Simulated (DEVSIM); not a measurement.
Device: abrupt Si n-p junction, at 300 K.

| layer (left to right) | material | thickness (μm) | Nd (cm⁻³) | Na (cm⁻³) | τn (s) | τp (s) |
|---|---|---|---|---|---|---|
| 1 | Si | 75.0 | 1.3e18 | - | 0.00015 | 0.00015 |
| 2 | Si | 4.80 | - | 4.7e14 | 0.00015 | 0.00015 |

Left contact: ohmic. Right contact: ohmic. Voltage is applied to the left contact. Recombination: SRH at mid-gap, radiative. Mobility is constant in doping.

This is a model device: material constants are rounded textbook-type values typed into the input, and sizes, dopings and lifetimes were drawn at random. Values at 300 K.

```
parameter           Si
-------------  -------
gap (eV)         1.124
affinity (eV)     4.05
permittivity      11.7
Nc (cm⁻³)      2.86e19
Nv (cm⁻³)       3.1e19
μn (cm²/Vs)       1417
μp (cm²/Vs)        470
B (cm³/s)      4.7e-15
```

Model (solved in DEVSIM): 1D drift-diffusion, Boltzmann statistics, complete ionisation; no tunnelling, impact ionisation, image-force lowering or self-heating.

Q: Give the dark forward current.

A: 
| V (V) | J (A/cm²) |
|---|---|
| -0.05 | -2.4e-8 |
| -0.10 | -1.9e-7 |
| -0.20 | -8.9e-6 |
| -0.25 | -6.1e-5 |
| -0.30 | -0.00041 |
| -0.40 | -0.019 |
| -0.45 | -0.12 |
| -0.50 | -0.79 |
| -0.55 | -4.3 |
| -0.65 | -59 |
| -0.70 | -170 |
| -0.75 | -410 |
| -0.85 | -1600 |
| -0.90 | -2600 |
